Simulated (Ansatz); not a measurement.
System: interstitial H in corundum (charge state +1). Computed with PBE, PAW (plane waves to 420 eV; Ansatz, an electronic-structure program).

Settings: 120 host sites, the relaxed PBE lattice, the Γ point alone, smearing 0.01 eV, spin-restricted, no image-charge correction. Static, classical nuclei. The charge state is imposed; whether it is stable for some Fermi level was not computed. Sites that were not tried may lie lower.

Barriers: single points on a 2×2×2 k-point mesh shifted by half a step along c at the bands' geometries.

The step: a direct jump of one H atom. Atoms about the jump, Cartesian Å from the middle of the jump, before and after:

```
atom     x0     y0     z0     x1     y1     z1
----  -----  -----  -----  -----  -----  -----
H1     0.62  -0.36   0.84  -0.62   0.36  -0.84
O2     0.04  -0.08   0.07  -0.09  -0.01  -0.07
Al3   -0.83  -1.51  -1.38  -0.84  -1.59  -1.41
Al4   -0.96  -1.53   1.41  -0.89  -1.48   1.38
O5    -0.11  -2.69   0.00  -0.11  -2.69  -0.02
O6    -2.28  -1.44   0.02  -2.27  -1.44   0.00
Al7    1.68  -0.02  -0.98   1.67  -0.04  -0.90
Al8   -0.87   1.42   0.90  -0.86   1.45   0.98
O9     0.84  -1.32  -2.18   0.84  -1.34  -2.18
O10   -1.58   0.05   2.18  -1.57   0.07   2.18
O11   -1.71  -0.06  -2.14  -1.68  -0.06  -2.12
O12    0.79  -1.49   2.12   0.80  -1.52   2.14
Al13   1.57  -2.83   0.83   1.57  -2.82   0.84
Al14  -3.22  -0.05  -0.84  -3.23  -0.05  -0.83
O15    2.49  -1.42  -0.02   2.50  -1.43  -0.01
O16   -2.49   1.45   0.01  -2.48   1.45   0.02
O17    0.86   1.22  -2.20   0.85   1.22  -2.20
O18    0.63   1.34   2.20   0.63   1.35   2.20
O19   -1.58  -2.97  -2.20  -1.59  -3.00  -2.21
O20   -1.81  -2.88   2.21  -1.78  -2.85   2.20
O21    2.32   1.45  -0.02   2.32   1.45   0.00
O22    0.10   2.73   0.00   0.09   2.74   0.02
Al23  -0.83  -4.24  -0.85  -0.83  -4.26  -0.85
Al24  -3.28  -2.85   0.85  -3.25  -2.84   0.85
Al25  -0.82   1.33  -3.03  -0.82   1.35  -3.08
Al26   1.57  -0.04   3.08   1.56  -0.05   3.03
```

Problem. Where do these atoms stand at the saddle point, and how high is it?

Solution. 
```json
[
 {"atom": "H1", "x": "-0.42", "y": "-0.72", "z": "-0.01"},
 {"atom": "O2", "x": "0.07", "y": "0.12", "z": "0.01"},
 {"atom": "Al3", "x": "-0.89", "y": "-1.56", "z": "-1.58"},
 {"atom": "Al4", "x": "-0.91", "y": "-1.54", "z": "1.58"},
 {"atom": "O5", "x": "-0.11", "y": "-2.62", "z": "-0.01"},
 {"atom": "O6", "x": "-2.22", "y": "-1.40", "z": "0.01"},
 {"atom": "Al7", "x": "1.68", "y": "0.00", "z": "-0.91"},
 {"atom": "Al8", "x": "-0.85", "y": "1.46", "z": "0.92"},
 {"atom": "O9", "x": "0.82", "y": "-1.32", "z": "-2.19"},
 {"atom": "O10", "x": "-1.56", "y": "0.06", "z": "2.19"},
 {"atom": "O11", "x": "-1.73", "y": "-0.06", "z": "-2.19"},
 {"atom": "O12", "x": "0.81", "y": "-1.53", "z": "2.19"},
 {"atom": "Al13", "x": "1.57", "y": "-2.80", "z": "0.83"},
 {"atom": "Al14", "x": "-3.22", "y": "-0.03", "z": "-0.83"},
 {"atom": "O15", "x": "2.51", "y": "-1.41", "z": "-0.01"},
 {"atom": "O16", "x": "-2.49", "y": "1.47", "z": "0.01"},
 {"atom": "O17", "x": "0.87", "y": "1.24", "z": "-2.22"},
 {"atom": "O18", "x": "0.63", "y": "1.38", "z": "2.22"},
 {"atom": "O19", "x": "-1.62", "y": "-3.01", "z": "-2.23"},
 {"atom": "O20", "x": "-1.81", "y": "-2.90", "z": "2.23"},
 {"atom": "O21", "x": "2.34", "y": "1.49", "z": "-0.01"},
 {"atom": "O22", "x": "0.11", "y": "2.77", "z": "0.01"},
 {"atom": "Al23", "x": "-0.82", "y": "-4.23", "z": "-0.84"},
 {"atom": "Al24", "x": "-3.26", "y": "-2.82", "z": "0.84"},
 {"atom": "Al25", "x": "-0.82", "y": "1.35", "z": "-3.04"},
 {"atom": "Al26", "x": "1.57", "y": "-0.03", "z": "3.04"}
]
```
It lies 1.38 eV above the start and 1.38 eV above the end. The check of the saddle point's order was inconclusive, and it lies on a symmetry element of the cell, where a band can be held.
